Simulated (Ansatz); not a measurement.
Start from AlN in the wurtzite structure (space group P6_3mc, No. 186; a = 3.130 Å, c = 5.018 Å).

Level of theory: Kohn–Sham DFT with the PBE functional, run in Ansatz (an electronic-structure program) with PAW and 420 eV plane waves, no SOC.

The change: cell and atoms relaxed at a pressure of 15 GPa.

Task: How does this affect the mean gap deformation potential ΔEg/Δln V?

Result: The mean gap deformation potential ΔEg/Δln V comes out as -8.3 eV.

Task: Predict the new electron mass.

Result: The electron mass is 0.32 mₑ (at Γ).

Load acts through the strain it causes; cell and atoms are relaxed under it. Masses are band curvatures over ±0.01 Å⁻¹ around the edge. No phonon test of stability was made. Measured, AlN leaves this structure (for rock salt) near 14 GPa (temperature not stated; as listed in Datta, Sujoy, Jana, Debnarayan, arXiv (2020)), on rising pressure, with hysteresis.
